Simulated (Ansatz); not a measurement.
Take NaHgBr₃ in the cubic perovskite structure (space group Pm-3m, No. 221; a = 5.588 Å; a hypothetical phase, not in the database extracts checked) as the base.

(Cell as relaxed with PBE.)

Levels (all Ansatz, an electronic-structure program, PAW): PBE (420 eV, scalar-relativistic without spin-orbit coupling); r2SCAN (500 eV, no spin-orbit coupling).

Each level relaxes its own structure.

| base | PBE | r2SCAN |
|---|---|---|
| volume per atom | 34.90 Å³ | 33.87 Å³ |
| lattice parameter a | 5.588 Å | 5.533 Å |
| band gap | zero | zero |

Modification: every Br is replaced by F, then cell and atoms are relaxed.

```
quantity                                  PBE  r2SCAN
-----------------------------  --------------  ------
shortest interatomic distance         2.281 Å     ___
electron mass                  0.35 mₑ (at Γ)     ___
```

**Question.** Predict the r2SCAN column.

**Answer.** 
- shortest interatomic distance, r2SCAN: 2.249 Å
- electron mass, r2SCAN: 0.39 mₑ (at Γ)

PBE's shortest interatomic distance lies 0.0313 Å above r2SCAN's (1.4 %). Neither level is exact; r2SCAN is the comparison here, not a measurement.

Spin-orbit coupling, missing from the scalar runs, can matter with Hg. Masses are band curvatures over ±0.01 Å⁻¹ around the edge. Stability against distortions was not tested. As relaxed here, NaHgF3 is a hypothetical phase, not in the database extracts checked. All final runs are without spin polarisation. Many cubic perovskites are stable only at high temperature; tilts and polar distortions were not tested. The zero or small gap of NaHgBr3 can change with the level of theory.
